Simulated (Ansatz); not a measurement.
```xyz
16
Lattice="6.5972 0.0000 0.0000 -3.2986 5.7134 0.0000 0.0000 0.0000 5.2959" Properties=species:S:1:pos:R:3 pbc="T T T"
In     1.7098     0.9173     0.0087
In     0.0000     1.9045     2.6698
N      1.7972     0.8668     3.1663
N      0.0000     1.9045     0.5674
In     0.0000     3.8787     0.0087
Al    -1.6757     4.7459     2.6569
N      0.0000     3.9797     3.1663
N     -1.8034     4.6722     0.7787
In     4.8874     0.9173     0.0087
Al     3.2986     1.9349     2.6569
N      4.8000     0.8668     3.1663
N      3.2986     2.0824     0.7787
Al     3.2986     3.8089     0.0413
Al     1.6757     4.7459     2.6569
N      3.2986     3.8089     3.3776
N      1.8034     4.6722     0.7787
```

Relaxed-ion tensors in this frame from LDA in Ansatz (an electronic-structure program). Proper piezoelectric stress tensor e (C/m²):

```
 0.00   0.00   0.00   0.00   0.38   0.26
 0.26  -0.26   0.00   0.38   0.00   0.00
 0.60   0.60  -1.45   0.00   0.00   0.00
```

Stiffness C (GPa):

```
 295   129   105   0.0   0.0   0.0
 129   295   105   0.0   0.0   0.0
 105   105   295   0.0   0.0   0.0
 0.0   0.0   0.0  73.6   0.0   0.0
 0.0   0.0   0.0   0.0  73.6   0.0
 0.0   0.0   0.0   0.0   0.0  83.0
```

The ordered cell is a computed model, not a synthesised structure. Spin-orbit coupling is not included.

Task: Obtain the piezoelectric strain tensor d.

Result: d = e S with S = C⁻¹, in pC/N:

```
 0.0   0.0   0.0   0.0   5.2   3.1
 1.6  -1.6   0.0   5.2   0.0   0.0
 3.2   3.2  -7.2   0.0   0.0   0.0
```
